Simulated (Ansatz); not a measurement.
## Point defect P_Ga in zinc-blende GaP

The numbers are results of PBE, PAW (plane waves to 420 eV; Ansatz, a program for electronic structure), not measurements. A supercell of 64 sites (2×2×2 repeats of a cell of 8 atoms) was used; the energies come from a 2×2×2 shifted sampling of its zone. Site at the start: the Ga site. These values are not converged in cell size to better than tenths of an eV. PBE underestimates the host's gap, which shifts levels and can delocalise carriers. Spin–orbit coupling is left out. Each state is the lowest found from its start.

Formation energies E_f are those of the neutral cell. Chemical conditions: Ga-rich (Δμ(Ga) = 0.00 eV, Δμ(P) = -0.86 eV; only phases computed here count, gases as isolated molecules at 0 K); P-rich (Δμ(Ga) = -0.86 eV, Δμ(P) = 0.00 eV; only phases computed here count, gases as isolated molecules at 0 K). Reference phases: Ga: alpha gallium, P: black phosphorus.

```tsv
charge	moment (μB)	largest move off a lattice site (Å)	E_f, Ga-rich (eV)	E_f, P-rich (eV)
+2	not spin-polarised	0.11	–	–
+1	1.0	0.03	–	–
0	not spin-polarised	0.04	3.53	1.81
−1	1.0	0.39	–	–
```

No other site or start that was run ended lower by more than 0.1 eV.
